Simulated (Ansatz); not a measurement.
# W under a change: pressure 0.3 GPa

Base system: W (space group Pm-3n, No. 223; a = 5.0333 Å).

Perturbation: cell and atoms relaxed at a pressure of 0.3 GPa.

All numbers come from PBEsol in Ansatz (plane waves to 420 eV, PAW, without spin-orbit coupling), earlier PAW set. Γ-centred 9×9×9 mesh, Fermi–Dirac width 0.05 eV.

```tsv
quantity	base	changed	shift
volume per atom	15.94 Å³	15.92 Å³	-0.015 Å³
lattice parameter a	5.033 Å	5.032 Å	-0.0016 Å
shortest interatomic distance	2.517 Å	2.516 Å	-0.001 Å
enthalpy H = E + PV relative to the base's energy	–	+0.03 eV/atom	–
band gap	zero	zero	–
```

Final structure:

```
W
1.0
    5.03174     0.00000     0.00000
    0.00000     5.03174     0.00000
    0.00000     0.00000     5.03174
W
8
Direct
  0.00000   0.00000   0.00000
  0.50000   0.50000   0.50000
  0.00000   0.50000   0.25000
  0.00000   0.50000   0.75000
  0.25000   0.00000   0.50000
  0.75000   0.00000   0.50000
  0.50000   0.75000   0.00000
  0.50000   0.25000   0.00000
```

Cost of the whole job for the changed cell (relaxation, final SCF and bands): around 70 core-seconds (rough).

Load acts through the strain it causes; cell and atoms are relaxed under it. Stability against distortions was not tested. The final runs are not spin-polarised. This is not the structure that W has at room temperature and ambient pressure.

Ansatz is a first-principles code.
